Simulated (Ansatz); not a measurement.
**Bi2Te3: pressure 7 GPa**

The parent structure is Bi₂Te₃ in the Bi2Te3 type structure (space group R-3m, No. 166; a = 4.387 Å, c = 30.290 Å (hexagonal axes)).

One thing is altered: cell and atoms relaxed at a pressure of 7 GPa.

All numbers come from PBE-D3(BJ) (Ansatz, a program for electronic structure; PAW; 420 eV plane waves; no spin-orbit coupling), earlier PAW set. k-mesh 9×9×9 (Γ-centred); smearing 0.05 eV (Fermi–Dirac).

| quantity | base | changed | shift |
|---|---|---|---|
| density | 7.90 g/cm³ | 8.95 g/cm³ | +1.05 g/cm³ |
| lattice parameter a | 4.387 Å | 4.203 Å | -0.184 Å |
| c/a ratio | 6.904 | 6.933 | +0.029 |
| shortest interatomic distance | 3.068 Å | 2.997 Å | -0.0716 Å |
| band gap | 0.27 eV | 0.21 eV | -0.06 eV |
| gap character | direct at Γ | indirect, Γ → F | – |
| smallest direct gap | 0.27 eV | 0.25 eV | -0.02 eV |
| width of the top valence band | 1.60 eV | 2.37 eV | +0.77 eV |
| valence-band top at Γ (three highest levels, from the VBM) | 0.00, -0.89, -0.89 eV | 0.00, -1.14, -1.14 eV | – |

Final structure:

```
CELL_PARAMETERS angstrom
      2.10162     1.21337     9.71320
     -2.10162     1.21337     9.71320
      0.00000    -2.42675     9.71320
ATOMIC_POSITIONS crystal
  Bi 0.40121 0.40121 0.40121
  Bi 0.59879 0.59879 0.59879
  Te 0.00000 0.00000 0.00000
  Te 0.20511 0.20511 0.20511
  Te 0.79489 0.79489 0.79489
```

Spin-orbit coupling, missing from the scalar runs, can matter with Bi and Te. Load acts through the strain it causes; cell and atoms are relaxed under it. No phonon test of stability was made. No other phases were tried under pressure. The zero or small gap of Bi2Te3 can change with the level of theory.
